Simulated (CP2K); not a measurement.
Worked example: self-consistent single point of a sheet of MgI2 (3 atoms in the cell) in CP2K.

Method: PBE, GPW, DZVP-MOLOPT-SR-GTH basis, GTH-PBE potentials (GTH_POTENTIALS) in CP2K.

```
MgI2
1.0
    4.20082     0.00000     0.00000
   -2.10041     3.63802     0.00000
    0.00000     0.00000    17.33512
Mg I
1 2
Cartesian
  0.00000   0.00000   8.66756
  0.00000   2.42535  10.33511
  2.10041   1.21267   7.00001
```

Reference input (self-consistent single point, DFT PBE, GPW, DZVP-MOLOPT-SR-GTH basis, GTH-PBE potentials (GTH_POTENTIALS)): CUTOFF = 1000 Ry; REL_CUTOFF = 50 Ry; SMEAR/METHOD = GAUSSIAN; SIGMA = 0.136 eV; KPOINTS/SCHEME = MONKHORST-PACK 9 9 1; XC_FUNCTIONAL = PBE; Mg/BASIS_SET = DZVP-MOLOPT-SR-GTH-q10; Mg/POTENTIAL = GTH-PBE-q10; I/BASIS_SET = DZVP-MOLOPT-SR-GTH-q7; I/POTENTIAL = GTH-PBE-q7; METHOD = GPW; EPS_DEFAULT = 1e-10. This run's input differs from it in these lines:

```diff
@@ -40,3 +40,3 @@
     &KPOINTS
-      SCHEME MONKHORST-PACK 9 9 1
+      SCHEME MONKHORST-PACK 5 5 1
     &END KPOINTS
```

Output (repeated stretches shortened):

```
 SCF WAVEFUNCTION OPTIMIZATION

  Step     Update method      Time    Convergence         Total energy    Change
     1 NoMix/Diag. 0.30E+00      -     1.78051780       -86.4447043671 -8.64E+01
     2 Broy./Diag. 0.30E+00      -     0.02154831       -86.2174810109  2.27E-01
     3 Broy./Diag. 0.30E+00      -     0.07683094       -86.3159906550 -9.85E-02
     4 Broy./Diag. 0.30E+00      -     0.00654316       -86.3975184590 -8.15E-02
     5 Broy./Diag. 0.30E+00      -     0.00861432       -86.3977295510 -2.11E-04
     6 Broy./Diag. 0.30E+00      -     0.00280297       -86.3624457981  3.53E-02
   [... 15 lines left out ...]
    22 Broy./Diag. 0.30E+00      -     0.00000030       -86.3285089703  2.55E-06
    23 Broy./Diag. 0.30E+00      -     0.00000017       -86.3285081657  8.05E-07
    24 Broy./Diag. 0.30E+00      -     0.00000018       -86.3285078777  2.88E-07
    25 Broy./Diag. 0.30E+00      -     0.00000003       -86.3285079192 -4.15E-08
  *** SCF run converged in    25 steps ***

  Overlap energy of the core charge distribution:               0.00000000000000
  Self energy of the core charge distribution:               -195.71329376830329
  Core Hamiltonian energy:                                     53.12820119840249
  Hartree energy:                                              69.42029245654818
  Exchange-correlation energy:                                -13.16370780589512
  Smearing free energy correction:                             -0.00000000000000
  Fermi energy:                                                -0.03182702840382

  Total energy:                                               -86.32850791924773
  Total energy (extrapolated to sigma->0):                    -86.32850791924773

   [... lines left out ...]

 STRESS| Analytical stress tensor [bar]
 STRESS|                        x                   y                   z
 STRESS|      x        4.59080224482E+03  -1.20407513187E+02  -3.47242468401E+00
 STRESS|      y       -1.20407513187E+02   4.45185482860E+03   2.08372279656E+00
 STRESS|      z       -3.47242468401E+00   2.08372279656E+00   4.37040092251E+03
 STRESS| 1/3 Trace                                             4.47101933198E+03
```

The run converged in 25 iterations. Against the reference run the free energy goes up by 1.5 meV/atom, the largest force hardly changes (0.202 to 0.200 eV/Å) and the gap on the mesh goes from 3.749 to 3.876 eV.

The starting cell was generated: these elements placed on a structure prototype, without a prior relaxation; it need not be a known phase or ordering of this composition. Its lattice was rescaled in the plane by a random factor within 2.5 % of one. Spin-orbit coupling is off. Values carry the incompleteness of an atom-centred basis. Another mesh or the band path of this cell gives a smaller gap, so this value is not converged in the mesh.

Cost on one core of a shared machine: roughly 2 min.
